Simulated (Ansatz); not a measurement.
## Effect of x(Sn) = 0.667, 6 atoms, P-3m1 on TiC

Take TiC in the rock salt structure (space group Fm-3m, No. 225; a = 4.329 Å) as the base.

The other end (x = 1) is TiSn in the rock salt structure (space group Fm-3m, No. 225; a hypothetical phase, not in the database extracts checked): 21.77 Å³/atom, gap zero; this end may not be an ambient phase.

Modification: a fraction x = 0.667 of the C sites is given to Sn, ordered in a cell of 6 atoms (starting symmetry P-3m1) and fully relaxed.

Method: plane-wave PAW DFT at the r2SCAN level (Ansatz, a program for electronic structure, 500 eV), without spin-orbit coupling, earlier PAW set. k-mesh 17×17×4 (Γ-centred); smearing 0.05 eV (Fermi–Dirac), for the changed cell.

The volume per atom grows by 6.587 Å³ (10.14 Å³ → 16.72 Å³) and the shortest interatomic distance drops by 0.034 Å, from 2.164 Å to 2.130 Å. The band gap remains zero and the mixing energy amounts to -0.14 eV/atom (to 0.01 eV only: unlike meshes or grids) (against an end that may be hypothetical). The deviation of the volume from the linear (Vegard-type) interpolation comes out as -6.5 % and the mean first-shell distances comes out as C–Ti 2.130 Å (end compound 2.164 Å), Sn–Ti 2.970 Å (end compound 2.792 Å).

Final structure:

```yaml
crystal:
  lattice:
    - [3.16933, 0.00000, 0.00000]
    - [-1.58467, 2.74472, 0.00000]
    - [0.00000, 0.00000, 11.53544]
  atoms:
    - { symbol: Sn, position: [0.66667, 0.33333, 0.80154] }
    - { symbol: C, position: [0.00000, 0.00000, 0.50000] }
    - { symbol: Sn, position: [0.33333, 0.66667, 0.19846] }
    - { symbol: Ti, position: [0.33333, 0.66667, 0.59449] }
    - { symbol: Ti, position: [0.66667, 0.33333, 0.40551] }
    - { symbol: Ti, position: [0.00000, 0.00000, 0.00000] }
```

These are small ordered cells, not random alloys; other orderings at the same x differ. Stability against distortions was not tested. All final runs are without spin polarisation. Under x(Sn) = 0.667, 6 atoms, P-3m1 the cell changed shape so far that it is another structure.
